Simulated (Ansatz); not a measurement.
## Convergence study of the plane-wave cutoff for ScSi (Cm, 4 atoms in the cell)

```xyz
4
Lattice="1.9870 -4.9287 0.0000 1.9870 4.9287 0.0000 0.0000 0.0000 3.6491" Properties=species:S:1:pos:R:3 pbc="T T T"
Sc     1.9870     3.5565     0.9623
Sc     1.9870    -3.5565     2.7368
Si     1.9870     0.7941     0.9123
Si     1.9870    -0.7941     2.7368
```

Level of theory: LDA (PW92), default PAW files made with PBE (plane waves; Ansatz, a quantum-chemistry and plane-wave program).

Base settings: basis.ecutwfc = 420 eV; kpoints.mp_grid.grid = 6 6 6; hamiltonian.xc = lda; hamiltonian.pseudopotentials = {kind: paw} (the program's default PAW files); scf.occupations.method = fermi_dirac; scf.occupations.width = 0.1 eV.

The second cell is the first with its lattice scaled by 0.98.

The mesh stays at the base's, so the ladder's end is converged at best in this setting alone.

The first pressure column holds Ansatz's estimate of the finite-basis (Pulay) stress, which hides part of the cutoff error; the other is without it.

Only quantities that move along the ladder and can be compared are tabulated.

The count of work is k-points × plane waves × bands × iterations; it is no time. 

The starting cell comes from a database of computed structures (which also holds hypothetical and non-ambient phases and stackings), without a prior relaxation at this level. Its lattice was rescaled by up to half a per cent. One atom was moved a little off its site on purpose. In the base run, with a pressure of about -4 GPa the cell is away from its equilibrium volume at this level.

```tsv
basis.ecutwfc	free energy less the last step's (meV/atom)	energy of the compressed cell less the first (meV/atom)	pressure (GPa)	pressure without the Pulay estimate (GPa)	largest difference of a force vector from the last step's (eV/Å)	count of work / last
145 eV	8378.74	54.65	-3.27	-234.81	0.113	0.055
170 eV	3722.72	-4.80	-4.74	-129.01	0.210	0.070
190 eV	1910.23	-5.70	-3.86	-77.50	0.240	0.081
210 eV	962.45	-7.65	-4.13	-46.04	0.093	0.099
230 eV	473.31	-5.90	-3.59	-27.29	0.036	0.094
250 eV	221.61	-2.21	-3.42	-16.26	0.003	0.12
295 eV	37.29	-5.11	-4.05	-6.60	0.007	0.14
335 eV	8.24	-5.43	-4.03	-4.64	0.007	0.19
380 eV	1.73	-5.43	-4.03	-4.15	0.003	0.23
420 eV	0.70	-5.48	-4.04	-4.07	0.000	0.27
460 eV	0.48	-5.49	-4.04	-4.05	0.000	0.31
505 eV	0.40	-5.49	-4.04	-4.05	0.000	0.35
565 eV	0.27	-5.50	-4.05	-4.05	0.000	0.42
630 eV	0.13	-5.51	-4.05	-4.05	0.000	0.49
735 eV	0.07	-5.51	-4.05	-4.05	0.000	0.61
840 eV	0.04	-5.51	-4.05	-4.05	0.000	0.76
1010 eV	0.00	-5.51	-4.05	-4.05	0.000	1.0
```

Coarsest basis.ecutwfc that holds the free energy within 1 meV/atom of the last step, with all finer ones: 420 eV, at 0.27 of the last step's count of work; the step before is off by 1.7 meV/atom.

Coarsest basis.ecutwfc that holds the pressure without the Pulay estimate within 1 GPa of the last step, with all finer ones: 335 eV, at 0.19 of the last step's count of work; the step before is off by 2.5 GPa.

Coarsest basis.ecutwfc that holds the energy of the compressed cell less the first within 1 meV/atom of the last step, with all finer ones: 295 eV, at 0.14 of the last step's count of work; the step before is off by 3.3 meV/atom.

The energy difference between the two cells stays within 1 meV/atom of the last step's from 295 eV on, the total only from 420 eV on: much of the error is common to both cells and cancels.

At the lowest cutoff the pressure without the Pulay estimate lies 231 GPa under the last step's, the usual sign of Pulay stress in an incomplete plane-wave basis.

Keys are those of Ansatz 0.2.
